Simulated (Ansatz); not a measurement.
## Quick settings and what they miss: YCu2 (Imma, 6 atoms in the cell)

Self-consistent single point.

```yaml
crystal:
  lattice:
    - [-2.17392, 3.44875, 3.67110]
    - [2.17392, -3.44875, 3.67110]
    - [2.17392, 3.44875, -3.67110]
  atoms:
    - { symbol: Y, position: [0.79428, 0.54428, 0.25000] }
    - { symbol: Y, position: [0.20572, 0.45572, 0.75000] }
    - { symbol: Cu, position: [0.61192, 0.16483, 0.44709] }
    - { symbol: Cu, position: [0.38808, 0.83517, 0.55291] }
    - { symbol: Cu, position: [0.21774, 0.16483, 0.05291] }
    - { symbol: Cu, position: [0.78226, 0.83517, 0.94709] }
```

Level of theory: PBEsol, default PAW files made with PBE (plane waves; Ansatz, an electronic-structure program).

Base settings: basis.ecutwfc = 420 eV; kpoints.mp_grid.grid = 6 6 6; hamiltonian.xc = pbesol; hamiltonian.pseudopotentials = {kind: paw} (the program's default PAW files); scf.occupations.method = cold; scf.occupations.width = 0.1 eV.

Tight run (finer mesh or higher cutoff; not a proven limit): basis.ecutwfc: 420 eV → 590 eV; kpoints.mp_grid.grid: 6 6 6 → 9 9 9; scf.convergence.dr2_threshold: default (1e-07 eV) → 1e-09 eV. It gave Fermi level (on the code's own zero) 12.69 eV; pressure -5.68 GPa; largest force (vector length) 0.080 eV/Å.

Quick runs, as changes from the base:
- A: the base itself
- B: basis.ecutwfc: 420 eV → 295 eV; kpoints.mp_grid.grid: 6 6 6 → 8 8 8; scf.occupations.width: 0.1 eV → 0.136 eV
- C: basis.ecutwfc: 420 eV → 250 eV; scf.occupations.width: 0.1 eV → 0.5 eV; scf.convergence.dr2_threshold: default (1e-07 eV) → 0.001 eV
- D: basis.ecutwfc: 420 eV → 295 eV; kpoints.mp_grid.grid: 6 6 6 → 4 4 4; scf.occupations.method: cold → methfessel_paxton; scf.occupations.width: 0.1 eV → 0.272 eV; kpoints.mp_grid.shift: default → 0.5 0.5 0.5
- E: basis.ecutwfc: 420 eV → 210 eV; kpoints.mp_grid.grid: 6 6 6 → 2 2 2; scf.occupations.method: cold → fermi_dirac; scf.occupations.width: 0.1 eV → 0.272 eV; scf.convergence.dr2_threshold: default (1e-07 eV) → 0.0001 eV
- F: basis.ecutwfc: 420 eV → 250 eV; kpoints.mp_grid.grid: 6 6 6 → 3 3 3; hamiltonian.xc: pbesol → lda; scf.occupations.method: cold → methfessel_paxton; scf.occupations.width: 0.1 eV → 0.272 eV [LDA (PW92)]

Energies are extrapolated to zero smearing width, which holds to low order in the width alone.

Dashes: energy of F, another energy zero.

† marks runs with another functional, U, potentials or spin treatment: their distance from the tight run is not a convergence error alone.

The count of work is k-points × plane waves × bands × iterations; it is no time. 

Pressures in the table are Ansatz's without its Pulay estimate, at a fixed set of plane waves; the tight run's value above holds the estimate.

The starting cell comes from a database of computed structures (which also holds hypothetical and non-ambient phases and stackings), without a prior relaxation at this level. Its lattice was rescaled by a random factor within 2.5 % of one. Spin polarisation is off. In the base run, with a pressure of about -6 GPa the cell is away from its equilibrium volume at this level.

```
run  energy less tight (meV/atom)  pressure less tight (GPa)  largest miss in a force vector (eV/Å)  count of work / tight
---  ----------------------------  -------------------------  -------------------------------------  ---------------------
A                            -0.3                       0.01                                  0.020                   0.17
B                           243.2                     -19.56                                  0.019                   0.21
C                          1694.8                     -94.67                                  0.143                  0.069
D                           245.6                     -19.78                                  0.057                  0.038
E                          7567.6                    -319.06                                  0.081                 0.0069
F†                              –                     -98.97                                  0.200                  0.016
```

Among the runs at the tight run's level, the energy misses run from 0.3 to 7567.6 meV/atom.

Keys are those of Ansatz 0.2.
